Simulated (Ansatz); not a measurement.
# CrAgO2, response to strain

The reference is CrAgO2 (space group R-3m, No. 166; a = 2.966 Å, c = 18.455 Å (hexagonal axes); ferromagnetic; a model cell). Axes: x lies along a and z along c of the hexagonal cell.

Strains are applied to the cell and any free atomic positions relax; under biaxial strain the out-of-plane vector relaxes too.

All numbers come from Ansatz (a program for electronic structure), PBEsol, PAW, cutoff 420 eV, no SOC.

Notes on the quantities. energy relative to the base: free energy F.

```json
[
 {"variant": "base", "energy relative to the base": "0 meV/atom", "largest site moment": "2.35 μB", "volume per atom": "11.72 Å³"},
 {"variant": "biaxial strain −3.86 %, plane normal [001], relaxed out of plane", "energy relative to the base": "+31 meV/atom", "largest site moment": "2.25 μB", "volume per atom": "11.14 Å³"},
 {"variant": "biaxial strain −2.37 %, plane normal [001], relaxed out of plane", "energy relative to the base": "+12 meV/atom", "largest site moment": "2.30 μB", "volume per atom": "11.35 Å³"},
 {"variant": "biaxial strain −0.70 %, plane normal [001], relaxed out of plane", "energy relative to the base": "?", "largest site moment": "2.34 μB", "volume per atom": "?"},
 {"variant": "biaxial strain +1.21 %, plane normal [001], relaxed out of plane", "energy relative to the base": "+2.8 meV/atom", "largest site moment": "2.38 μB", "volume per atom": "11.92 Å³"},
 {"variant": "isotropic strain −0.89 %", "energy relative to the base": "+4.6 meV/atom", "largest site moment": "2.33 μB", "volume per atom": "11.41 Å³"}
]
```

Problem. What belongs in the blanks?

Solution. 
- biaxial strain −0.70 %, plane normal [001], relaxed out of plane, energy relative to the base: +1.0 meV/atom
- biaxial strain −0.70 %, plane normal [001], relaxed out of plane, volume per atom: 11.61 Å³

A case with no gap was solved on a k-mesh chosen for an insulator, which is coarse for it. No phonon test of stability was made. No Hubbard U is applied and the magnetic state is the run's own (CrAgO2 ferromagnetic); other magnetic orders, which need larger cells, were not tried and can change the gap.
